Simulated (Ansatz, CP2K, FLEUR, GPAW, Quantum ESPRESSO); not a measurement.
# One structure in several programs: LuNi₂Ge₂ (I4/mmm, 5 atoms in the cell)

Self-consistent single point.

```
CELL_PARAMETERS angstrom
     -2.02102     2.02102     4.90367
      2.02102    -2.02102     4.90367
      2.02102     2.02102    -4.90367
ATOMIC_POSITIONS crystal
  Lu 0.00000 0.00000 0.00000
  Ni 0.25000 0.75000 0.50000
  Ni 0.75000 0.25000 0.50000
  Ge 0.62709 0.62709 0.00000
  Ge 0.37291 0.37291 0.00000
```

All programs got the same cell, k-point mesh and kind of occupations (in Ansatz's words: kpoints.mp_grid.grid = 7 7 7; scf.occupations.method = fermi_dirac; scf.occupations.width = 0.1 eV); potentials, basis and cutoffs are each program's usual ones.

| code | model | pressure (GPa) | largest force (eV/Å) | k-points | cutoff |
|---|---|---|---|---|---|
| Quantum ESPRESSO | LDA (PZ), PSlibrary ultrasoft (LDA) pseudopotentials | -10.41 | 0.177 | 40 | 50 Ry |
| CP2K | LDA (Pade form), GPW, DZVP-MOLOPT-SR-GTH basis, GTH-PADE potentials (GTH_POTENTIALS) | -12.22 | 0.288 | 172 | grid 600 Ry |
| Ansatz | LDA (PW92), PAW files made with PBE | -10.72 | 0.318 | 40 | default |
| FLEUR | LDA (Vosko-Wilk-Nusair), all-electron FLAPW (FLEUR), scalar-relativistic valence | – | 0.366 | 40 | Kmax 3.9 1/bohr |
| GPAW | LDA (Perdew-Wang 92), GPAW PAW datasets LDA (gpaw-data 1.0.1) | -10.21 | 0.326 | 40 | 850 eV |

A dash marks a value that a program does not give, or that is left out as unsure.

The spread over the programs that give each value: pressure within 2.01 GPa; largest force within 0.189 eV/Å.

The starting cell comes from a database of computed structures (which also holds hypothetical and non-ambient phases and stackings), without a prior relaxation at this level. Its lattice was rescaled by a random factor within 2.5 % of one. On Ansatz's run: Spin-orbit coupling is off. Spin polarisation is off. In the base run, with a pressure of about -11 GPa the cell is away from its equilibrium volume at this level.

Task: Why do the programs differ, and what cannot be compared?

Result: Differences of this kind can come from the potentials, where these differ, and from what each basis and cutoff leave unconverged. The valence holds different numbers of electrons (Quantum ESPRESSO 39, CP2K 69, Ansatz (an electronic-structure program) 89, FLEUR 85, GPAW 65). The zero of total energies and Fermi levels follows the potentials and each program's conventions, so they are not compared here. CP2K uses small atom-centred bases, whose incompleteness enters pressures, forces and empty levels differently from a plane-wave cutoff. FLEUR treats all electrons, but the usual bases taken here (sphere radii, linearisation, local orbitals, empty states) were not tested for convergence, so the values are no reference for the others. Ansatz's pressure is given at a fixed set of plane waves, as the other plane-wave codes print theirs; with its correction for the finite basis it is -10.65 GPa. The same LDA comes in different parametrisations, which differ slightly. The programs reduce the same mesh by symmetry to different extents, which changes the work and not the result. In the pressure, CP2K (by 1.81) lies more than 1 GPa from the median of the plane-wave programs. In the force vectors, Quantum ESPRESSO (by 0.140) lies more than 0.08 eV/Å from the median of the plane-wave programs.

Left out of this page: ABINIT (stopped by limits of time or memory); Elk (not drawn, or without a comparable value).

Keys are those of Ansatz 0.2.
